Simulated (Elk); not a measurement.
A self-consistent single point of Al₂CrB₂Mo (Amm2, 6 atoms in the cell) with Elk.

Level of theory: Elk with LDA (PW92), all-electron FP-LAPW, Elk's shipped species files, default APW+lo basis.

The change in words: lattice scaled by 0.98. Reference geometry:
```xyz
6
Lattice="3.0589 0.0000 0.0000 0.0000 1.5690 6.9358 0.0000 -1.5690 6.9358" Properties=species:S:1:pos:R:3 pbc="T T T"
Al     1.5295     0.0000     9.6133
Al     0.0000     0.0000     4.1673
Cr     0.0000     0.0000     1.2054
B      1.5295     0.0000     7.4361
B      0.0000     0.0000     6.5343
Mo     1.5295     0.0000    12.6582
```

Reference input (self-consistent single point, DFT, LDA (PW92), all-electron FP-LAPW, Elk's shipped species files, default APW+lo basis): swidth = 0.00367493 Ha; ngridk = 7 7 7; rmtscf = 0.87; maxscl = 100. This run's input differs from it in these lines:

```diff
@@ -13,5 +13,5 @@
 avec
-    5.7805210371    0.0000000000    0.0000000000
-    0.0000000000    2.9650653272   13.1067246607
-    0.0000000000   -2.9650653272   13.1067246607
+    5.6649113723    0.0000000000    0.0000000000
+    0.0000000000    2.9057638317   12.8445894116
+    0.0000000000   -2.9057638317   12.8445894116
```

Output (repeated stretches shortened):

```
│ Self-consistent loop started │
│ Loop number : 1 │
 total energy                :     -5603.42898428
│ Loop number : 2 │
 total energy                :     -5604.25106041
RMS change in Kohn-Sham potential (target) :   0.4852524276     (  0.1000000000E-05)
Absolute change in total energy (target)   :   0.8220761301     (  0.1000000000E-03)
│ Loop number : 3 │
 total energy                :     -5608.21319839
RMS change in Kohn-Sham potential (target) :   0.4787624434     (  0.1000000000E-05)
Absolute change in total energy (target)   :    4.167657017     (  0.1000000000E-03)
│ Loop number : 4 │
   [... lines left out ...]
Absolute change in total energy (target)   :   0.3748738063E-03 (  0.1000000000E-03)
│ Loop number : 17 │
 total energy                :     -5627.50369463
RMS change in Kohn-Sham potential (target) :   0.3335653008E-05 (  0.1000000000E-05)
Absolute change in total energy (target)   :   0.4941011503E-04 (  0.1000000000E-03)
│ Loop number : 18 │
 total energy                :     -5627.50374124
RMS change in Kohn-Sham potential (target) :   0.6517940186E-06 (  0.1000000000E-05)
Absolute change in total energy (target)   :   0.5896551829E-04 (  0.1000000000E-03)
Convergence targets achieved

│ Loop number : 19 │

Energies :
 Fermi                       :     0.451057608790
 total energy                :     -5627.50367423

Density of states at Fermi energy :    49.27301515
 (states/Hartree/unit cell)

Estimated indirect band gap :   0.6301719814E-03
 from k-point      4 to k-point     78
Estimated direct band gap   :   0.3819140372E-02
 at k-point     56

Charges :
 core                        :    50.00000000
 valence                     :    52.00000000
 interstitial                :    11.28203512
 muffin-tins (core leakage)
  species :    1 (Al)
   atom    1                 :    10.86470286     (  0.2256466356E-02)
   atom    2                 :    10.87041565     (  0.2259237616E-02)
  species :    2 (Cr)
   atom    1                 :    22.19791018     (  0.1049327736E-08)
   [... lines left out ...]
   atom    2                 :    3.555319320     (  0.3788951258E-03)
  species :    4 (Mo)
   atom    1                 :    39.68830793     (  0.4720340797E-05)
 total in muffin-tins        :    90.71796488
 total calculated charge     :    101.9935997
 total charge                :    102.0000000
 error                       :   0.6400268557E-02

│ Self-consistent loop stopped │
```

The run converged in 19 iterations. The count includes the last loop, which Elk runs after its targets are met. Against the reference run the free energy goes down by 13.1 meV/atom.

The starting cell comes from a database of computed structures (which also holds hypothetical and non-ambient phases and stackings), without a prior relaxation at this level. For this run, on top of that: lattice scaled by 0.98. Spin polarisation is off. Values depend on the basis (sphere radii, cutoffs, local orbitals), which need not be converged. The log's line on a gap gives a spacing of levels on this mesh, which the program prints for metals too.

Cost on one core of a shared machine: roughly 2 min.
